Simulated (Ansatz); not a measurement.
**Sensitivity of a calculation on BaHfO3 (Pm-3m, 5 atoms in the cell) to its settings**

```
BaHfO3
1.0
    4.09994     0.00000     0.00000
    0.00000     4.09994     0.00000
    0.00000     0.00000     4.09994
Ba Hf O
1 1 3
Direct
  0.00000   0.00000   0.00000
  0.50000   0.50000   0.50000
  0.50000   0.00000   0.50000
  0.00000   0.50000   0.50000
  0.50000   0.50000   0.00000
```

Base run A: PBE run with Ansatz (an electronic-structure program), self-consistent single point.

Its settings: basis.ecutwfc = 30.9 Ry; kpoints.mp_grid.grid = 6 6 6; hamiltonian.xc = pbe; hamiltonian.pseudopotentials = {kind: paw} (the program's default PAW files); scf.occupations.method = gaussian; scf.occupations.width = 0.0015 Ry.

The starting cell has typed, rounded lattice constants, without a prior relaxation at this level. Its lattice was rescaled by a random factor within 2.5 % of one. Spin-orbit coupling is off. In the base run, with a pressure of about 14 GPa the cell is away from its equilibrium volume at this level. Ansatz's pressure includes its estimate of the finite-basis (Pulay) stress.

ΔF is the free energy per atom less that of run A. A dash stands where there is no value to compare (another energy zero or no entropy term, no result, no spin, no clean gap, or a mesh too coarse for one). 

```json
[
 {"run": "A", "change": "base", "ΔF (meV/atom)": "0.00", "pressure (GPa)": "14.11", "gap on the mesh (eV)": "3.775", "k-points": "20", "valence electrons": "54"},
 {"run": "B", "change": "2 x 2 x 1 supercell, mesh divided to match; kpoints.mp_grid.grid: 6 6 6 → 3 3 6", "ΔF (meV/atom)": "0.00", "pressure (GPa)": "14.11", "gap on the mesh (eV)": "–", "k-points": "12", "valence electrons": "216"},
 {"run": "C", "change": "kpoints.mp_grid.shift: default → 0.5 0.5 0.5", "ΔF (meV/atom)": "-0.08", "pressure (GPa)": "14.11", "gap on the mesh (eV)": "4.209", "k-points": "10", "valence electrons": "54"},
 {"run": "D", "change": "crystal.symmetry.detect: default → false", "ΔF (meV/atom)": "0.00", "pressure (GPa)": "14.11", "gap on the mesh (eV)": "3.775", "k-points": "112", "valence electrons": "54"},
 {"run": "E", "change": "scf.convergence.dr2_threshold: default (1e-07 eV) → 0.0001 eV", "ΔF (meV/atom)": "0.00", "pressure (GPa)": "14.11", "gap on the mesh (eV)": "3.776", "k-points": "20", "valence electrons": "54"},
 {"run": "F", "change": "scf.mixing.algorithm: default (the program chose MSR1) → anderson; scf.mixing.beta: default → 0.02", "ΔF (meV/atom)": "0.00", "pressure (GPa)": "14.11", "gap on the mesh (eV)": "3.775", "k-points": "20", "valence electrons": "54"},
 {"run": "G", "change": "scf.mixing.preconditioner: default (the program chose Resta) → ldos", "ΔF (meV/atom)": "0.00", "pressure (GPa)": "14.11", "gap on the mesh (eV)": "3.775", "k-points": "20", "valence electrons": "54"}
]
```

Run C against A: The free energy stays essentially unchanged (within 1 meV/atom), the pressure stays at 14.11 GPa and the gap on the mesh goes from 3.775 to 4.209 eV.

Run B against A: The free energy stays essentially unchanged (within 1 meV/atom) and the pressure stays at 14.11 GPa.

Run G against A: The free energy is nearly the same (within 1 meV/atom), the pressure stays at 14.11 GPa and the gap on the mesh stays at 3.775 eV.

Keys are those of Ansatz 0.2.
